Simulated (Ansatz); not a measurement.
## Bulk modulus B0 of L1₂ (Cu3Au-type) Pt3Ti at several levels of theory

No measured value is used here.

| level (code) | value (GPa) | cell (Å³/atom) |
|---|---|---|
| LDA (Ansatz) | 283 | 14.53 |
| PBE (Ansatz) | 235 | 15.38 |
| r²SCAN (Ansatz) | ? | 15.07 |
| r²SCAN0 (Ansatz) | 281 | 14.78 |
| Hartree–Fock (Ansatz) | 244 | 15.51 |

### Question
Some entries are withheld; supply them.

### Answer

- r²SCAN (Ansatz, a quantum-chemistry and plane-wave program), value (GPa): 258

The crystal itself was run without spin with LDA, PBE, r²SCAN, r²SCAN0, Hartree–Fock; a magnetic state was not tried in these runs. Density-functional levels without +SOC have no spin–orbit coupling. r²SCAN0, Hartree–Fock: the run has no spin polarisation, so it can have missed a magnetic state. Each level is taken at its own relaxed cell. Cutoffs and k meshes differ between the levels. Ansatz's density-functional and Hartree–Fock values are scalar-relativistic unless marked +SOC, with PAW data made under PBE.
